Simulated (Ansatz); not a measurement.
## A computed series for LaAgSO: pressure series

Take LaAgSO (space group P4/nmm, No. 129; a = 4.031 Å, c = 8.850 Å) as the base.

Cell and atoms are relaxed at each pressure.

Level of theory: plane-wave PAW DFT at the PBEsol level (Ansatz, a first-principles code, 420 eV), scalar-relativistic without spin-orbit coupling.

Two rows of this table had their results exchanged by mistake.

```tsv
pressure	volume per atom (Å³)	shortest distance (Å)	band gap
pressure −2 GPa	18.45	2.369	1.27 eV
pressure −1 GPa	14.44	2.270	1.52 eV
pressure 1.8 GPa	17.60	2.351	1.36 eV
pressure 4.2 GPa	17.16	2.342	1.40 eV
pressure 9 GPa	16.43	2.325	1.47 eV
pressure 18 GPa	15.41	2.299	1.57 eV
pressure 30 GPa	18.20	2.364	1.30 eV
pressure 45 GPa	13.56	2.241	1.19 eV
pressure 60 GPa	12.89	2.216	0.92 eV
```

Which two?

The rows for pressure −1 GPa and pressure 30 GPa: the volume has to fall steadily with pressure, so 18.20 Å³ belongs to pressure −1 GPa and 14.44 Å³ to pressure 30 GPa.

Load acts through the strain it causes; cell and atoms are relaxed under it. Whether these cells are dynamically stable was not tested. Competing high-pressure phases were not computed.
